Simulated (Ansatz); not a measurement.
**A computed series for CsPbBr3: pressure series**

Take CsPbBr3 in the cubic perovskite structure (space group Pm-3m, No. 221) as the base.

```
CELL_PARAMETERS angstrom
      5.87207     0.00000     0.00000
      0.00000     5.87207     0.00000
      0.00000     0.00000     5.87207
ATOMIC_POSITIONS crystal
  Cs 0.00000 0.00000 0.00000
  Pb 0.50000 0.50000 0.50000
  Br 0.50000 0.00000 0.50000
  Br 0.00000 0.50000 0.50000
  Br 0.50000 0.50000 0.00000
```

Cell and atoms are relaxed at each pressure.

The values are results of PBEsol (Ansatz, a quantum-chemistry and plane-wave program), scalar-relativistic without spin-orbit coupling, not measurements.

Before the change:

| Item | Value |
|---|---|
| Band gap | 1.43 eV |

Task: The aim is a band gap between 1.81 eV and 1.96 eV. Which of these changes reaches it?
(A) pressure 0.7 GPa
(B) pressure −1 GPa
(C) pressure −2 GPa

Result: C, pressure −2 GPa. It gives 1.86 eV; pressure 0.7 GPa gives 1.30 eV; pressure −1 GPa gives 1.63 eV. Changes not listed may reach it too

Spin-orbit coupling, missing from the scalar runs, can matter with Pb. Load acts through the strain it causes; cell and atoms are relaxed under it. No phonon test of stability was made. Many cubic perovskites are stable only at high temperature; tilts and polar distortions were not tested. This is not the structure that CsPbBr3 has at room temperature and ambient pressure.
